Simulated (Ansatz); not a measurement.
# Cu: response to strain

Start from Cu in the fcc (Cu type) structure (space group Fm-3m, No. 225; a = 3.5184 Å; relaxed with 0.1 eV smearing).

Strains are applied to the cell and any free atomic positions relax.

Level of theory: LDA (Ansatz, an electronic-structure program), scalar-relativistic without spin-orbit coupling.

| isotropic strain (%) | pressure (GPa) |
|---|---|
| -3 | 21.6 |
| -2.5 | 17.3 |
| -1.5 | 9.6 |
| -1 | 6.1 |
| 0 | 0.0 |
| 1 | -5.2 |
| 1.5 | ? |
| 2.5 | -11.6 |
| 3 | -13.4 |

Problem. Fit P = P₀ − Bδ + Cδ² with δ = (1 + ε)³ − 1 to the rows shown and predict the withheld row.

Solution. Least squares on the printed values gives P₀ = 0.0 GPa, B = 196 GPa, C = 574 GPa (largest residual 0.2 GPa); this predicts -7.8 GPa, and the run gives -7.5 GPa, 0.3 higher.

Stability against distortions was not tested. The final runs are not spin-polarised.
